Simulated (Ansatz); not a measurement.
Start from Nb in the bcc (W type) structure (space group Im-3m, No. 229; a = 3.272 Å).

All numbers come from PBEsol (Ansatz, an electronic-structure program; PAW; 420 eV plane waves; scalar-relativistic without spin-orbit coupling), earlier PAW set.

Before the change:

| Item | Result |
|---|---|
| Lattice parameter a | 3.272 Å |

Perturbation: a hydrostatic pressure of 3 GPa.

### Question
Estimate the effect on the lattice parameter a.

### Answer
The lattice parameter a drops by 0.017 Å to 3.255 Å.

Load acts through the strain it causes; cell and atoms are relaxed under it. Whether these cells are dynamically stable was not tested. The base started in P-1 and relaxed to Im-3m at this level. The final runs are not spin-polarised.
